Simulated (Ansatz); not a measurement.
The parent structure is BAs in the zinc blende structure (space group F-43m, No. 216; a = 4.7679 Å).

Perturbation: In takes the place of B on all its sites; the structure is relaxed again.

Levels (all Ansatz, a first-principles code, PAW): PBEsol (420 eV, spin-orbit coupling left out); r2SCAN (500 eV, without spin-orbit coupling).

The geometry is relaxed with PBEsol.

```
Property          Result
---------------  -------
PBEsol band gap     zero
PBEsol pressure  0.0 GPa
```

Q: Predict the band gap and pressure from r2SCAN.

A: The band gap changes from zero to 0.14 eV; the pressure goes from zero to 0.6 GPa.

Single points use the geometry relaxed with PBEsol. Their cutoffs differ, which shifts pressures a little. Stability against distortions was not tested. All final runs are without spin polarisation. A zero or small gap of InAs can be the functional's error rather than a property of the material.
